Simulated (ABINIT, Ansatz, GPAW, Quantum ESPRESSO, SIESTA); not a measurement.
**One structure in several programs: CsPbBr₃ (Pm-3m, 5 atoms in the cell)**

Self-consistent single point.

```xyz
5
Lattice="5.8700 0.0000 0.0000 0.0000 5.8700 0.0000 0.0000 0.0000 5.8700" Properties=species:S:1:pos:R:3 pbc="T T T"
Cs     0.0000     0.0000     0.0000
Pb     2.9350     2.9350     2.9350
Br     2.9350     0.0000     2.9350
Br     0.0000     2.9350     2.9350
Br     2.9350     2.9350     0.0000
```

Shared settings, as Ansatz (a program for electronic structure) writes them: kpoints.mp_grid.grid = 8 8 8; scf.occupations.method = fermi_dirac; scf.occupations.width = 0.01 eV. Potentials and cutoffs stand in the table.

| code | model | pressure (GPa) | gap on the mesh (eV) | cutoff |
|---|---|---|---|---|
| ABINIT | PBE, PAW (JTH v2.0 PBE PAW) | 1.37 | 1.531 | 21 Ha |
| SIESTA | GGA PBE, numerical atomic orbitals DZP, PseudoDojo PBE standard norm-conserving potentials (rewritten from UPF to PSML) | 0.78 | 1.531 | grid 350 Ry |
| Quantum ESPRESSO | PBE, PseudoDojo standard norm-conserving (PBE) pseudopotentials | 1.40 | 1.538 | 65 Ry |
| Ansatz | PBE, default PAW files | 1.43 | 1.529 | 420 eV |
| GPAW | PBE, GPAW PAW datasets PBE (gpaw-data 1.0.1) | 1.39 | 1.473 | 550 eV |

Gaps are read on the mesh.

On Ansatz's run: spin-orbit coupling is off.

The spread over the programs that give each value: pressure within 0.65 GPa; gap on the mesh within 0.065 eV.

SIESTA uses small atom-centred bases, whose incompleteness enters pressures, forces and empty levels differently from a plane-wave cutoff. Ansatz's pressure is given at a fixed set of plane waves, as the other plane-wave codes print theirs.

On the base mesh (3 3 3) the same programs gave: Ansatz pressure 1.13 GPa; Quantum ESPRESSO pressure 1.10 GPa; ABINIT pressure 1.06 GPa; GPAW pressure 1.08 GPa; SIESTA pressure 0.52 GPa.

The values differ from the base mesh's, so the mesh still matters here: the table compares the programs at equal settings.

The starting cell has typed, rounded lattice constants, without a prior relaxation at this level.

Left out of this page: CP2K (on another mesh).

Keys are those of Ansatz 0.2.
